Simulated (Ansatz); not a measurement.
Output of an Ansatz run (abridged):

```
WARN ansatz: RAYON_NUM_THREADS=1 ignored (pool sized by the plan → 1); use --threads N
basis.fft_grid_basis auto: the FFT boxes are laid along the combinations [[1, 0, 1], [0, 1, 1], [0, 0, 1]] of the cell's own vectors, 3.760, 3.760 and 5.561 Å …
Pseudopotentials: kind: paw
Pseudopotential: La, paw, valence charge 11
Pseudopotential: Ni, paw, valence charge 18
Pseudopotential: B, paw, valence charge 3
Pseudopotential: C, paw, valence charge 4
Crystal: 6 atoms, lattice volume = 69.040 Å³
Basis set: ecut = 420.4159175005146 eV, 1357 PW (Γ), FFT grids on a1+a3, a2+a3, a3, exchange–correlation on 54×54×80 points (8 copies of the dense FFT grid, shifted against one another)
Bands: 35, of which v1, the nominal top of the filled ones, is band 29 counted from 1 (28 counted from 0)
Symmetry: 8 space group operations
Space group: I4mm (ITA 107), of the structure as read, at distance tolerance 4.1e-5 Å
k-points: 163 of 1728 (time reversal used)
PAW frozen core: La, regenerated for the run's functional, and the local potential with it
PAW frozen core: Ni, regenerated for the run's functional, and the local potential with it
PAW frozen core: B, regenerated for the run's functional, and the local potential with it
PAW frozen core: C, regenerated for the run's functional, and the local potential with it
Initial density: superposition of atomic densities (neutral atoms: chi_scale 0, normalization atom), corrected by the library's trained network
Initial wavefunctions: pseudopotential atomic-orbital guess
Eigensolver: davidson
Functional: x = pbesol(κ = 0.804, μ = 0.12345679012345678), c = pbesol(β = 0.046)
SCF iter   1: F=—  HF=-18326.077173 eV  |F-HF|=—  |Δ(HF+E_count)|=         —  Δρ=7.41e-3  dr2=3.46e-2  ethr=1.77e-3  ⟨swp⟩=5.2  Hψ=21090  notcnv=0
all-band conjugate gradients solve this SCF's bands
preconditioner: auto → Kerker (q_TF=auto, 2.643 Å⁻¹)
SCF iter   2: F=—  HF=-18326.068269 eV  |F-HF|=—  |Δ(HF+E_count)|=   8.90e-3  Δρ=3.18e-3  dr2=1.09e-2  ethr=6.07e-5  ⟨swp⟩=2.1  Hψ=11553  notcnv=0
SCF iter   3: F=—  HF=-18326.066015 eV  |F-HF|=—  |Δ(HF+E_count)|=   2.25e-3  Δρ=1.09e-3  dr2=9.43e-4  ethr=1.91e-5  ⟨swp⟩=2.0  Hψ=8271  notcnv=0
SCF iter   4: F=—  HF=-18326.065761 eV  |F-HF|=—  |Δ(HF+E_count)|=   2.54e-4  Δρ=2.48e-4  dr2=4.76e-5  ethr=1.66e-6  ⟨swp⟩=2.0  Hψ=10137  notcnv=0
SCF iter   5: F=—  HF=-18326.065744 eV  |F-HF|=—  |Δ(HF+E_count)|=   1.66e-5  Δρ=6.17e-5  dr2=2.51e-6  ethr=8.35e-8  ⟨swp⟩=2.3  Hψ=9131  notcnv=0
SCF iter   6: F=—  HF=-18326.065744 eV  |F-HF|=—  |Δ(HF+E_count)|=   2.23e-7  Δρ=2.16e-5  dr2=1.82e-7  ethr=4.40e-9  ⟨swp⟩=2.0  Hψ=9683  notcnv=0
SCF iter   7: F=-18326.065744 eV  HF=-18326.065744 eV  |F-HF|=1.01e-8  |Δ(HF+E_count)|=   1.78e-8  Δρ=4.71e-6  dr2=1.13e-8  ethr=1.75e-10  ⟨swp⟩=6.7  Hψ=23915  notcnv=0
the search or the solves at the SCF's close seem to have found levels that the self-consistency loop had missed (the run counts 1) …
SCF 1 converged in 7 iterations: F = -18326.065744 eV  dr2 = 1.13e-8
SCF converged after 7 iterations
Free energy (F): -18326.065744 eV
Harris-Foulkes:  -18326.065744 eV  (|F-HF|=1.01e-8)
Internal energy: -18325.992889 eV  (E = F + TS)
E sigma→0 (E₀):  -18326.029316 eV
Entropy (-TS):   -0.072855 eV (-12.142 meV/atom)
Fermi energy:    14.669081 eV
--- Per-component energies (eV) ---
  E_band       = -621.639630
  E_kinetic    = 950.030806
  E_local      = -9681.860764  (includes V_loc(G=0)·N_el)
  E_nonlocal   = 1421.422213
  E_hartree    = 4160.665329
  E_xc         = -421.633914
  E_vxc        = -504.947971  (∫ρ·V_xc dr)
  E_paw        = -8766.703256  (= ΣΔE_a)
  E_vpaw       = -1127.604770  (= ΣTr[D̂ρ^β])
  E_aug_tail   = 0.000984  (compensation charges beyond the density's cutoff)
  E_ewald      = -5988.528897
  E_core_change = 0.614610  (= ΣΔE_core)
  E_smearing   = -0.072855  (= −TS)
  E_closure    = 0.000000  (closes the sum)
  Σ components = -18326.065744   (vs F -18326.065744, Δ=0.00e0)
--- Forces (eV/Å), atoms counted from 1 ---
  atom   1  La     0.00000000     0.00000000    -0.31617596
  atom   2  Ni     0.00000000    -0.00000000     0.15319813
  atom   3  Ni    -0.00000000     0.00000000     0.15319813
  atom   4  B     -0.00000000     0.00000000    -0.25549219
  atom   5  B      0.00000000     0.00000000     0.32390636
  atom   6  C      0.00000000    -0.00000000    -0.05862312
  max |Σ_I F_I| component: 1.14e-5 eV/Å
--- Stress (GPa, compression-positive) ---
       -2.177494       0.000000       0.000000
        0.000000      -2.177494       0.000000
        0.000000       0.000000      -0.165398
  P = ⅓ Tr σ = -1.5068 GPa (-15.068 kbar)
  The stress holds the Pulay correction. Without it, at fixed plane waves, as pw.x and ABINIT print it: P = -1.6522 GPa
--- Band table (eV; the first three rows and the last of 163) ---
  k-point 0: bands = ["-88.3915", "-88.3821", "-49.0226", "-49.0226", "-48.9699", "-48.9699", "-48.8212", "-48.8103", "-17.1124", "-1.1561", "-0.7307", "-0.7307", "1.6978", "6.3155", "6.5393", "10.1108", "10.8680", "10.8680", "11.4731", "12.1993", [...]
  k-point 1: bands = ["-88.3912", "-88.3824", "-49.0231", "-49.0188", "-48.9738", "-48.9695", "-48.8208", "-48.8107", "-17.1009", "-1.1343", "-0.9560", "-0.7902", "2.0325", "6.4043", "6.5118", "10.1579", "10.5388", "10.8987", "11.5630", "11.8709", [...]
  k-point 2: bands = ["-88.3903", "-88.3833", "-49.0242", "-49.0082", "-48.9846", "-48.9686", "-48.8198", "-48.8117", "-17.0697", "-1.3445", "-1.0766", "-0.9485", "2.6405", "6.3229", "6.7902", "9.9236", "10.3061", "10.9959", "11.1076", "11.7048", [...]
  k-point 162: bands = ["-88.3915", "-88.3821", "-49.0227", "-49.0227", "-48.9699", "-48.9699", "-48.8212", "-48.8103", "-17.1080", "-1.3926", "-0.7299", "-0.7299", "1.9380", "5.4280", "8.9943", "9.2752", "10.9910", "10.9910", "11.2865", "11.2865", [...]
```

The structure:

```xyz
6
Lattice="-1.8798 1.8798 4.8846 1.8798 -1.8798 4.8846 1.8798 1.8798 -4.8846" Properties=species:S:1:pos:R:3 pbc="T T T"
La     0.0000     0.0000     0.0500
Ni     0.0000     1.8798     2.4423
Ni     1.8798     0.0000     2.4423
B      0.0000     0.0000     3.4010
B      0.0000     0.0000     6.3683
C      0.0000     0.0000     4.8846
```

Reconstruct the input of this run.

Other spellings and defaults could give the same log, and not every line can be read from it. The input that was run (DFT, PBEsol, plane waves, default PAW files made with PBE):

Ansatz 0.2 input:
```yaml
crystal:
  lattice:
    - [-1.879759, 1.879759, 4.884649]
    - [1.879759, -1.879759, 4.884649]
    - [1.879759, 1.879759, -4.884649]
  atoms:
    - { symbol: La, position: [0.005118, 0.005118, 0.000000] }
    - { symbol: Ni, position: [0.750000, 0.250000, 0.500000] }
    - { symbol: Ni, position: [0.250000, 0.750000, 0.500000] }
    - { symbol: B, position: [0.348130, 0.348130, 0.000000] }
    - { symbol: B, position: [0.651870, 0.651870, 0.000000] }
    - { symbol: C, position: [0.500000, 0.500000, 0.000000] }
basis:
  ecutwfc: 30.9 Ry
kpoints:
  mp_grid: { grid: [12, 12, 12] }
hamiltonian:
  xc: pbesol
  pseudopotentials: { kind: paw }
scf:
  occupations: { method: fermi_dirac, width: 0.0073 Ry }
output:
  forces: true
  eigenvalues: true
  stress: true
```

The starting cell comes from a database of computed structures (which also holds hypothetical and non-ambient phases and stackings), without a prior relaxation at this level. Its lattice was rescaled by up to half a per cent. One atom was moved a little off its site on purpose. Spin polarisation is off. Ansatz's pressure includes its estimate of the finite-basis (Pulay) stress.

Ansatz is an electronic-structure program.
